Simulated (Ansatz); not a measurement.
## Effective masses and thermopower of K2S (Fm-3m)

Input:

```
K2S
1.0
    0.00000     3.66795     3.66795
    3.66795     0.00000     3.66795
    3.66795     3.66795     0.00000
K S
2 1
Cartesian
  5.50192   5.50192   5.50192
  1.83397   1.83397   1.83397
  0.00000   0.00000   0.00000
```

The numbers are results of PBEsol, rigid bands (plane waves, PAW, scalar-relativistic; Ansatz, a program for electronic structure), not measurements. How the cell was made: cell and atoms relaxed with PBEsol.

The band gap comes out as 2.35 eV and the electron conductivity mass (300 K, dilute) is 0.36 mₑ. The hole conductivity mass (300 K, dilute) is 12.0 mₑ and the effective density of states N_c (300 K) comes out as 5.7e18 cm⁻³. The effective density of states N_v (300 K) comes out as 4.1e21 cm⁻³, the density-of-states mass, electrons comes out as 0.37 mₑ and the density-of-states mass, holes is 30 mₑ. The Seebeck coefficient, n-type 1e19 cm⁻³, 300 K is -175 μV/K. The best n-type power factor at 300 K for τ = 10 fs (best axis; densities from 1e16 to 1e21 cm⁻³ tried, whether or not they can be reached) comes out as 2.4 μW/(cm·K²) at 3e19 cm⁻³. The Seebeck coefficient, p-type 1e19 cm⁻³, 300 K is 690 μV/K.

Rigid bands; masses and Seebeck coefficients take one relaxation time τ for all states and one kind of carrier; polarons and phonon drag are left out. Spin-orbit coupling is left out; where it splits the top of the valence band, N_v and the p-type Seebeck coefficient come out somewhat high without it.

Formula and space group known from diffraction (Crystallography Open Database), not checked to be the room-temperature form: K2S (Fm-3m).
